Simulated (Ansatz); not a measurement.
Ir, response to strain

The reference is Ir in the fcc (Cu type) structure (space group Fm-3m, No. 225; a = 3.845 Å; relaxed with 0.1 eV smearing).

Strains are applied to the cell and any free atomic positions relax.

Computed with r2SCAN (Ansatz, a first-principles code; PAW; 500 eV plane waves; spin-orbit coupling left out).

Notes on the quantities. energy relative to the base: free energy F.

| case | pressure | energy relative to the base | shortest interatomic distance |
|---|---|---|---|
| base | 0.0 GPa | 0 meV/atom | 2.719 Å |
| isotropic strain −3.00 % | 43.2 GPa | +153 meV/atom | 2.637 Å |
| isotropic strain −2.50 % | 34.6 GPa | +104 meV/atom | 2.651 Å |
| isotropic strain −2.00 % | 26.6 GPa | +65 meV/atom | 2.664 Å |
| isotropic strain −1.50 % | 19.1 GPa | +36 meV/atom | 2.678 Å |
| isotropic strain −1.00 % | 12.2 GPa | +16 meV/atom | 2.692 Å |
| isotropic strain −0.50 % | 5.9 GPa | +3.8 meV/atom | 2.705 Å |

Whether these cells are dynamically stable was not tested. The final runs are not spin-polarised.
